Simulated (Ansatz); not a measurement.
An Ansatz (a program for electronic structure) input (Kohn–Sham DFT with the PBE functional, run in Ansatz with PAW and 420 eV plane waves, spin-orbit coupling left out, earlier PAW set):

Ansatz 0.2 input:
```yaml
crystal:
  lattice:
    - [0, 2.0794581216, 2.0794581216]
    - [2.0794581216, 0, 2.0794581216]
    - [2.0794581216, 2.0794581216, 0]
  atoms:
    - { symbol: C, position: [0.75, 0.75, 0.75] }
    - { symbol: Be, position: [0, 0, 0] }
basis: { ecutwfc: 420, ecutrho_ratio: 4, xc_grid: 2, fft_grid_basis: typed }
kpoints: { mp_grid: { grid: [19, 19, 19] } }
hamiltonian:
  xc: pbe
  dispersion: none
  pseudopotentials: { azcp: { folder: ./paw }, kind: paw }
scf: { occupations: { method: fermi_dirac, width: 0.05 }, convergence: { dr2_threshold: 0.0000000002 } }
output: { forces: true, stress: true }
checkpoint: { write: state.ck, write_every: 1000 }
```

Task: Which symmetry and how many k-points will the program report, and about how many plane waves at Γ?

Result: Space group F-43m (ITA 216) with 24 operations, k-points 220 of 6859, and 339 plane waves at Γ.

No phonon test of stability was made. The final runs are not spin-polarised. The cell was made from BeS by this change: S → C; the result is a hypothetical phase, not in the database extracts checked.
